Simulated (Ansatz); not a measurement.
Given:

```
PbS
1.0
    0.00000     2.98943     2.98943
    2.98943     0.00000     2.98943
    2.98943     2.98943     0.00000
Pb S
1 1
Direct
  0.00000   0.00000   0.00000
  0.50000   0.50000   0.50000
```

No spin polarisation.

The values are results of PBE in Ansatz (plane waves to 420 eV, PAW, no spin-orbit coupling), not measurements. Settings: 10×10×10 k-points, 0.05 eV Fermi–Dirac smearing.

Estimate the electron mass.

0.14 mₑ along k, 0.16 mₑ across (at L).

What pressure does the calculation give?

0.82 GPa.

Predict the hole mass.

0.17 mₑ along k, 0.13 mₑ across (at L).

With Pb present, leaving out spin-orbit coupling can change the band edges. The levels and masses belong to the bands next to the band gap. The cells carry an imposed strain or load. Effective masses come from finite differences of ±0.01 Å⁻¹. Along k means along the line from Γ to the band edge. Stability against distortions was not tested. The cell was made from PbS in the rock salt structure (space group Fm-3m, No. 225) by this change: isotropic strain −0.50 %.

Ansatz is an electronic-structure program.
